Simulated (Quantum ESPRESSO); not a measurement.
# Refining one setting for YCoSi2 (Cmcm, 8 atoms in the cell)

```yaml
crystal:
  lattice:
    - [2.01550, -8.10734, 0.00000]
    - [2.01550, 8.10734, 0.00000]
    - [0.00000, 0.00000, 3.96168]
  atoms:
    - { symbol: Y, position: [0.89184, 0.10816, 0.25000] }
    - { symbol: Y, position: [0.10816, 0.89184, 0.75000] }
    - { symbol: Co, position: [0.67950, 0.32050, 0.25000] }
    - { symbol: Co, position: [0.32050, 0.67950, 0.75000] }
    - { symbol: Si, position: [0.54329, 0.45671, 0.25000] }
    - { symbol: Si, position: [0.45671, 0.54329, 0.75000] }
    - { symbol: Si, position: [0.25018, 0.74982, 0.25000] }
    - { symbol: Si, position: [0.74982, 0.25018, 0.75000] }
```

Level of theory: PBEsol, PSlibrary PAW (PBE) pseudopotentials (plane waves; Quantum ESPRESSO).

The starting cell comes from a database of computed structures (which also holds hypothetical and non-ambient phases and stackings), without a prior relaxation at this level. Its lattice was rescaled by a random factor within 2.5 % of one. Spin polarisation is off. In the base run, with a pressure of about -3 GPa the cell is away from its equilibrium volume at this level.

Held fixed: occupations = smearing; smearing = mp; degauss = 0.019992 Ry; input_dft = pbesol; K_POINTS = automatic 5 5 5 1 1 1; conv_thr = 1e-10 Ry. Moved along with it: ecutrho.

ΔF is the free energy per atom less that of the last row (65 Ry).

| ecutwfc | ΔF (meV/atom) | pressure (GPa) | largest force (eV/Å) | plane waves | iterations |
|---|---|---|---|---|---|
| 20 Ry | 2000.9 | -88.76 | 0.346 | 1344 | 17 |
| 25 Ry | 360.5 | -24.96 | 0.160 | 1864 | 16 |
| 30 Ry | 60.0 | -6.73 | 0.123 | 2454 | 15 |
| 35 Ry | 23.8 | -3.04 | 0.110 | 3072 | 15 |
| 40 Ry | 19.9 | -3.04 | 0.113 | 3753 | 17 |
| 45 Ry | 12.9 | -3.26 | 0.115 | 4492 | 15 |
| 50 Ry | 6.0 | -3.17 | 0.116 | 5236 | 16 |
| 57 Ry | 1.31 | -2.93 | 0.117 | 6382 | 15 |
| 65 Ry | 0.00 | -2.86 | 0.117 | 7755 | 15 |

Largest force within 0.02 eV/Å of the last row: from ecutwfc = 30 Ry on; the one before it is off by 0.043 eV/Å. The value it settles on is 0.117 eV/Å at this level of theory and with the other settings as held.

Pressure within 0.5 GPa of the last row: from ecutwfc = 35 Ry on; the one before it is off by 3.9 GPa. The value it settles on is -2.9 GPa at this level of theory and with the other settings as held.
